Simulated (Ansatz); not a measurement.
**Thermal expansion of fcc (Cu type) Pd**

Method: the quasi-harmonic free energy, DFT at the PBEsol level (Ansatz, a quantum-chemistry and plane-wave program); phonon mesh 4×4×4, k mesh 16×16×16. The pressure is 15 GPa. The structure is held there; whether it is the stable one at that pressure was not tested.

```
T (K)  α_L (10⁻⁶/K)  C_P (J/mol/K)  bulk modulus B_T (GPa)     γ
-----  ------------  -------------  ----------------------  ----
50              1.8            6.2                     279  2.05
100             4.8           16.0                     278  2.09
150             6.3           20.8                     276  2.10
200             7.1           23.1                     275  2.10
250             7.5           24.5                     273  2.11
300             7.8           25.4                     271  2.11
350             8.0           26.0                     270  2.11
400             8.2           26.6                     268  2.11
450             8.4           27.0                     266  2.11
500             8.5           27.4                     264  2.11
550             8.6           27.7                     263  2.11
600             8.7           28.0                     261  2.11
650             8.9           28.2                     259  2.11
700             9.0           28.5                     257  2.11
750             9.1           28.7                     255  2.11
800             9.2           28.9                     253  2.12
850             9.3           29.1                     251  2.12
900             9.4           29.3                     249  2.12
950             9.5           29.5                     247  2.12
1000            9.6           29.7                     245  2.12
```

```
Item                                             Result
---------------------------------------  --------------
conventional lattice constants at 300 K     a = 3.806 Å
entropy at 300 K                         34.0 J/(mol K)
adiabatic bulk modulus at 300 K                 275 GPa
bulk modulus without vibrations                 281 GPa
zero-point volume expansion                      0.29 %
```

Zero-point expansion is included. Terms beyond the volume dependence of harmonic modes are not.

No phase change or melting is allowed for: the numbers belong to this structure as given.

The PAW data sets were generated under PBE and serve the other functionals too.
